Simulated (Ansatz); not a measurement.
# Response to strain in SrO

Consider SrO in the rock salt structure (space group Fm-3m, No. 225).

```
SrO
1.0
    0.00000     2.56121     2.56121
    2.56121     0.00000     2.56121
    2.56121     2.56121     0.00000
Sr O
1 1
Direct
  0.00000   0.00000   0.00000
  0.50000   0.50000   0.50000
```

Strains are applied to the cell and any free atomic positions relax.

Computed with Ansatz (a program for electronic structure) PBEsol, spin-orbit coupling left out.

Candidates:
(a) isotropic strain −0.50 %
(b) isotropic strain +1.50 %
(c) isotropic strain −2.00 %
(d) isotropic strain −2.50 %

Notes on the quantities. energy relative to the base: free energy F.

Task: Order them by energy relative to the base, highest first.

Result: (d) isotropic strain −2.50 % (+30 meV/atom), (c) isotropic strain −2.00 % (+19 meV/atom), (b) isotropic strain +1.50 % (+9.4 meV/atom), (a) isotropic strain −0.50 % (+1.1 meV/atom)

No phonon test of stability was made.
